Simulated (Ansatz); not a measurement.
**2 layers of goldene, started at parallel, shifted by (1/3,2/3) (facing atoms over hollows or bridges)**

Level of theory: PBE+D3(BJ) (plane waves to 420 eV, PAW; Ansatz, a quantum-chemistry and plane-wave program). Scalar-relativistic, without spin–orbit coupling. Its k-point mesh 18×18×1, Fermi–Dirac width 0.05 eV. A dipole correction is on.

```
Quantity                                                               Result
-----------------------------------------------------------  ----------------
gap between facing atomic planes                                       2.86 Å
step of the vacuum level across the stack (top less bottom)           0.00 eV
interaction energy of the frozen layers                          -59.1 meV/Å²
interaction energy without the D3 term at this geometry           -8.8 meV/Å²
work functions of the lower and upper faces                  5.31 and 5.31 eV
```

```
Au
1.0
    2.72903     0.00000     0.00000
   -1.36452     2.36341     0.00000
    0.00000     0.00000    21.35000
Au
2
Direct
  0.00000   0.00000   0.43296
  0.33333   0.66667   0.56704
```
